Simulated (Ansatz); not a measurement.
Functionals compared on the (321) surface of bcc Ta in its 1x1 cell, outermost plane spacing 0.89 Å in the ideal cut, in Ansatz (plane waves, PAW). The structure was relaxed with PBE; the other rows are single points on it, each with its references at the same level. Cutoff 420 eV (500 eV for r2SCAN).

Model: 12-atom slab, 9.8 Å thick at the start (thin: gaps and levels are the slab's own), 13x6x1 mesh, Fermi-Dirac 0.1 eV, dipole correction, all atoms relaxed; held to the start's symmetry, so lower structures may exist; no spin, no spin-orbit, no U. These notes are the PBE run's.

```tsv
functional	surface energy (J/m²)	work function of the top face (eV)	rough cost of the single point
PBE	2.62	4.16	–
LDA	2.93	4.42	about 100 core-seconds (a rough figure)
PBEsol	2.87	4.24	roughly 110 core-seconds
RPBE	2.47	4.03	roughly 110 core-seconds
r2SCAN	2.84	4.17	around 3.0 core-minutes (rough)
```

Ansatz is a quantum-chemistry and plane-wave program.
